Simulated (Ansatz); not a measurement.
The starting structures come from a database of crystals and need not be the phases stable at ambient conditions.

Inside the gap of an insulator the Bloch states are evanescent, with a wavenumber k + iκ along the transport direction.

```yaml
crystal:
  lattice:
    - [6.21904, 0.01279, 0.00000]
    - [-2.03333, 6.01107, 0.00000]
    - [0.00000, 0.00000, 7.43700]
  atoms:
    - { symbol: Zr, position: [0.25000, 0.00000, 0.83401] }
    - { symbol: Zr, position: [0.75000, 0.00000, 0.16599] }
    - { symbol: Cl, position: [0.98176, 0.25586, 0.36489] }
    - { symbol: Cl, position: [0.01824, 0.74414, 0.63511] }
    - { symbol: Cl, position: [0.51824, 0.74414, 0.36489] }
    - { symbol: Cl, position: [0.48176, 0.25586, 0.63511] }
    - { symbol: Cl, position: [0.50413, 0.77124, 0.89210] }
    - { symbol: Cl, position: [0.49587, 0.22876, 0.10790] }
    - { symbol: Cl, position: [0.99587, 0.22876, 0.89210] }
    - { symbol: Cl, position: [0.00413, 0.77124, 0.10790] }
```

Space group of this cell: P2/c. The cell was relaxed by PBE-D3(BJ).

Transport runs along the normal of the first two printed cell vectors.

No gap correction and no spin-orbit coupling; mid-gap values are interpolated between computed energies.

**Question.** Compute, with r2SCAN in Ansatz (a program for electronic structure), the band gap and the smallest decay constant κ at mid-gap.

**Answer.** Gap 3.99 eV on a 6×6×4 mesh; κ = 0.445 1/Å, at the zone centre.
